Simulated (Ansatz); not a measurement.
GaN, response to strain

Base system: GaN in the wurtzite structure (space group P6_3mc, No. 186; a = 3.183 Å, c = 5.184 Å). Axes: x lies along a and z along c of the hexagonal cell.

Strains are applied to the cell and any free atomic positions relax; under biaxial strain the out-of-plane vector relaxes too.

The values are results of r2SCAN (Ansatz, an electronic-structure program), no spin-orbit coupling, not measurements.

```tsv
case	band gap	shortest interatomic distance	electron mass
base	2.35 eV	1.946 Å	0.17 mₑ along c, 0.19 mₑ across (at Γ)
biaxial strain −1.22 %, plane normal [001], relaxed out of plane	___	___	___
biaxial strain +1.53 %, plane normal [001], relaxed out of plane	2.17 eV	1.957 Å	0.17 mₑ out of plane, 0.18 mₑ in plane (at Γ)
biaxial strain +3.84 %, plane normal [001], relaxed out of plane	1.84 eV	1.961 Å	0.16 mₑ (at Γ)
isotropic strain −1.95 %	2.76 eV	1.908 Å	0.19 mₑ along c, 0.21 mₑ across (at Γ)
isotropic strain +5.67 %	1.21 eV	2.055 Å	0.098 mₑ along c, 0.11 mₑ across (at Γ)
uniaxial strain ε_yy = +5.01 %	1.91 eV	1.971 Å	0.17 mₑ along x, 0.16 mₑ along y, 0.15 mₑ along z (at Γ)
tensor shear ε_yz = −0.86 %	2.31 eV	1.942 Å	0.17 mₑ along z, 0.19 mₑ across (at Γ)
tensor shear ε_yz = −2.01 %	2.24 eV	1.938 Å	0.17 mₑ along z, 0.19 mₑ across (at Γ)
tensor shear ε_xy = +0.58 %	2.32 eV	1.944 Å	0.17 mₑ along z, 0.19 mₑ across (at Γ)
```

Problem. What belongs in the blanks?

Solution. 
- biaxial strain −1.22 %, plane normal [001], relaxed out of plane, band gap: 2.40 eV
- biaxial strain −1.22 %, plane normal [001], relaxed out of plane, shortest interatomic distance: 1.931 Å
- biaxial strain −1.22 %, plane normal [001], relaxed out of plane, electron mass: 0.17 mₑ out of plane, 0.20 mₑ in plane (at Γ)

Effective masses come from finite differences of ±0.01 Å⁻¹. No phonon test of stability was made.
